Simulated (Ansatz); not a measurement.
## The (111) surface of fcc Ir, clean 1x1 (bottom of the slab: a bare face, its two planes held)

All values below come from PBE (plane waves to 420 eV, PAW; Ansatz, an electronic-structure program).

Slab: 6 atoms, 11.2 Å thick at the start with caps and adatoms (thin: gaps and levels are the slab's own); k 16x16x1, smearing 0.1 eV, dipole-corrected; 2 atoms held, the rest relaxed; held to the start's symmetry, so lower structures may exist; no spin, no spin-orbit, no U.

| Property | Result |
|---|---|
| work function of the top face | 5.49 eV |
| energy released by relaxation | 0.014 eV |
| cost | very roughly 2.0 core-minutes |
